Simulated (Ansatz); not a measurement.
BeS (model structure, started from the BeO type, P4₂/mnm, No. 136, 8 atoms in the cell), treated with LDA (Ansatz, a quantum-chemistry and plane-wave program, PAW).

Settings: plane-wave cutoff 520 eV, 6×6×10 k mesh (along the axes of the cell as run), Fermi–Dirac smearing 0.01 eV, scalar-relativistic PAW data made under PBE.

Cell (relaxed with PBEsol):

```xyz
8
Lattice="5.8715 0.0000 0.0000 0.0000 5.8715 0.0000 0.0000 0.0000 3.4417" Properties=species:S:1:pos:R:3 pbc="T T T"
Be     1.9442     3.9274     0.0000
Be     3.9274     1.9442     0.0000
Be     4.8799     4.8799     1.7208
Be     0.9916     0.9916     1.7208
S      1.8126     1.8126     0.0000
S      4.0589     4.0589     0.0000
S      1.1231     4.7484     1.7208
S      4.7484     1.1231     1.7208
```

### Question
Predict the band gap, smallest direct gap on the k points sampled and direct gap at Γ.

### Answer

- band gap = 3.05 eV (indirect)
- smallest direct gap on the k points sampled = 3.69 eV
- direct gap at Γ = 3.94 eV

Note: the relaxation could raise the start's symmetry but not lower it, so the cell can be a saddle point; cell and atoms aren't relaxed at this level (pressure -2.4 GPa).

A model structure was made by putting elements into a prototype or built by hand; it is no filed structure, need not be a known phase, and can be a saddle point held by its symmetry.
